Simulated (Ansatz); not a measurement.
**Ti: response to strain**

Consider Ti in the hcp (Mg type) structure (space group P6_3/mmc, No. 194; relaxed with 0.1 eV smearing).

```xyz
2
Lattice="2.9016 0.0000 0.0000 -1.4508 2.5129 0.0000 0.0000 0.0000 4.5930" Properties=species:S:1:pos:R:3 pbc="T T T"
Ti     1.4508     0.8376     3.4447
Ti     0.0000     1.6753     1.1482
```

Strains are applied to the cell and any free atomic positions relax.

All numbers come from PBEsol/PAW in Ansatz (a first-principles code), scalar-relativistic without spin-orbit coupling.

Notes on the quantities. energy relative to the base: free energy F.

```csv
isotropic strain (%),energy relative to the base (meV/atom)
-2.5,37.1
-2,23.5
-1.5,13.0
-1,5.7
-0.5,1.4
0,0.0
0.5,1.4
2,?
2.5,32.7
```

### Question
Fit ΔE = Aε² + Bε³ (ε in %) to the rows shown and predict the withheld row.

### Answer
Least squares on the printed values gives A = 5.58 and B = -0.14 meV/atom (largest residual 0.0 meV/atom); this predicts 21.2 meV/atom, and the run gives 21.2 meV/atom, in agreement.

Stability against distortions was not tested. All final runs are without spin polarisation.
